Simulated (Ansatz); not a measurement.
Consider a periodic stack without vacuum, fluorite-type CoSi2 (1 1 1) on cubic ZrO2 (1 1 1) (film strained to the substrate, started from cuts of the bulks and a machine-learned relaxation; slabs O10Zr5 and Co3Si6, which can lie off the formulas; of A or B type as the cell shows): substrate slab O10Zr5, film Co3Si6, surface cells [[0, -1], [1, -1]] and [[1, 0], [0, 1]], film strained by -4.6 and -4.6 %, outermost planes O/O and Si/Si as cut, which need not be the usual terminations and can put a slab off its formula. Its start:

```xyz
24
Lattice="3.6176 0.0000 -0.1208 1.8088 3.1329 -0.1726 -2.2864 -0.8385 26.4198" Properties=species:S:1:pos:R:3 pbc="T T T"
O      1.3924     0.4860     1.1800
O      1.4561     2.6410     2.6979
O      3.3236     1.6583     4.1164
O      1.5673     0.6687     5.7225
O      1.6185     2.8097     7.1472
O      3.4762     1.8174     8.6310
O      1.7136     0.8223    10.2307
O      1.7605     2.9617    11.6539
O      3.6158     1.9632    13.0849
O      1.8602     0.9736    14.8146
Zr     3.2500     1.5771     1.9141
Zr     1.5489     2.7425     4.8840
Zr     1.6465     0.7524     7.9430
Zr     3.5427     1.8907    10.8328
Zr     1.8299     3.0323    13.8085
Co     0.1546     2.1102    17.7160
Co     0.2964     0.1674    21.1008
Co     2.3119     1.4109    24.3045
Si     1.9332     1.0353    16.8594
Si     0.1899     0.0579    18.7601
Si     0.2486     2.2029    20.0343
Si     2.1670     1.2795    21.9848
Si     0.4461     0.3133    23.4313
Si     0.5472     2.5004    25.1424
```

The start was prepared with a machine-learned potential, and the result is one local minimum, with the in-plane cell held and forces under 0.04 eV/Å; the film can end far from its bulk form.

The numbers are results of PBE (plane waves to 420 eV, PAW; Ansatz, an electronic-structure program), not measurements. Scalar-relativistic, without spin–orbit coupling; the runs are not spin-polarised; PBE gaps are too small against experiment. Its k-point mesh 10×10×1, Fermi–Dirac width 0.05 eV.

Problem. Predict the relaxed interface.

Solution. The interface area is 11.3 Å², the period is 25.26 Å and the heights between the nearest atoms of the two slabs at the two interfaces is 1.89 and 1.89 Å. The Si–Zr contacts across the interfaces within 1.22 times the sum of covalent radii is 6, mean 3.33 Å and the O–Si contacts across the interfaces within 1.22 times the sum of covalent radii comes out as 2, mean 1.89 Å.
